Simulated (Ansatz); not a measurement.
## Response to strain in Cu3N

Start from Cu3N (space group Pm-3m, No. 221).

```xyz
4
Lattice="3.8270 0.0000 0.0000 0.0000 3.8270 0.0000 0.0000 0.0000 3.8270" Properties=species:S:1:pos:R:3 pbc="T T T"
N      0.0000     0.0000     0.0000
Cu     1.9135     0.0000     0.0000
Cu     0.0000     0.0000     1.9135
Cu     0.0000     1.9135     0.0000
```

Cartesian axes are those of the cell as printed.

Strains are applied to the cell and any free atomic positions relax; under biaxial strain the out-of-plane vector relaxes too.

Level of theory: PBE/PAW in Ansatz (a program for electronic structure), no spin-orbit coupling.

Candidates:
(a) tensor shear ε_xy = −0.59 %
(b) biaxial strain +4.94 %, plane normal [001], relaxed out of plane
(c) biaxial strain +0.87 %, plane normal [110], relaxed out of plane

Notes on the quantities. energy relative to the base: free energy F.

Q: Order them by energy relative to the base, lowest first.

A: (a) tensor shear ε_xy = −0.59 % (+0.1 meV/atom), (c) biaxial strain +0.87 %, plane normal [110], relaxed out of plane (+1.0 meV/atom), (b) biaxial strain +4.94 %, plane normal [001], relaxed out of plane (+48 meV/atom)

Stability against distortions was not tested. All final runs are without spin polarisation.
